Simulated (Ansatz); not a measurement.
## CO on the 1x1 (101) surface of tetragonal HfO2 (a metastable polymorph) (cut with top plane O), one in a 2x1 cell, started at the site 'top O #2'

Host crystal: tetragonal HfO2, with a band gap (PBE, scalar-relativistic without spin-orbit coupling).

These are PBE (plane waves to 420 eV, PAW; Ansatz, an electronic-structure program) values and carry that method's errors.

Slab: 38 atoms, 7.6 Å thick at the start under the adsorbate (thin: gaps and levels are the slab's own); k 3x3x1, smearing 0.01 eV, dipole-corrected; 16 atoms held, the rest relaxed; start symmetry kept, larger cells not searched; no spin, no spin-orbit, no U, no dispersion correction. At the end it is bonded to Hf. In PBE it is, or lies within 0.03 eV of, the lowest of the starts that converged.

The adsorption energy against CO(g) is -0.45 eV, the change of the step from the bottom to the top vacuum level, against the clean slab is -0.43 eV and the energy released by relaxation is 3.76 eV. The height of the binding atom over the mean of the host atoms within 0.3 Å of the top one is 1.598 Å. The nearest host atoms of the binding atom is Hf at 2.44 Å, O at 2.79 Å, O at 2.79 Å and the largest move of a host atom comes out as 0.13 Å. The note comes out as in the relaxation the adsorbate left its starting site by 2.3 Å.

A negative adsorption energy means that the adsorbate is more stable on the surface than in its reference.
